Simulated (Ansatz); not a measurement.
A set of cells, compared by their band gap.

Cell A: PbO (P4/nmm), 4 atoms in the cell, k-point mesh 8×8×8 on the run's own vectors.
```
PbO
1.0
    3.98468     0.00000     0.00000
    0.00000     3.98468     0.00000
    0.00000     0.00000     5.11385
Pb O
2 2
Cartesian
  0.00000   1.99234   3.92925
  1.99234   0.00000   1.18460
  1.99234   1.99234   0.00000
  0.00000   0.00000   0.00000
```

Cell B: PbO (Pbcm), 8 atoms in the cell, k-point mesh 8×6×6 on the run's own vectors.
```
PbO
1.0
    0.00000     0.00000    -4.71749
    0.00000    -5.56615     0.00000
   -5.99251     0.00000     0.00000
Pb O
4 4
Direct
  0.75000   0.01335   0.77328
  0.25000   0.98665   0.22672
  0.25000   0.48665   0.77328
  0.75000   0.51335   0.22672
  0.75000   0.90544   0.13104
  0.25000   0.09456   0.86896
  0.25000   0.59456   0.13104
  0.75000   0.40544   0.86896
```

Computed with Ansatz (plane waves, PAW), its default PAW set, cutoff 500 eV. The structures are at rest with r2SCAN+D4; other levels are single points on them. Neutral cells; Fermi-Dirac smearing of at most 0.05 eV in the solids, energies taken to zero width. The lattices are those relaxed with r2SCAN+D4, so at other levels the solids can be strained. The structures are the rest points that the relaxations reached, not proven lowest. The runs are scalar-relativistic, without spin-orbit coupling. A dispersion term ran beside these levels; it doesn't touch the electrons. Gaps are highest filled to lowest empty Kohn-Sham level on the run's k-point mesh, states of defects and surfaces included; edges off the mesh make the true gap smaller, and under 0.08 eV counts as none.

Problem. What does r2SCAN give for the band gap of each cell (eV)?

Solution. 
```csv
system,r2SCAN
A,1.64 (indirect)
B,2.53 (indirect)
```

With r2SCAN the value of B exceeds that of A by 0.89 eV.

Ansatz is a program for electronic structure.
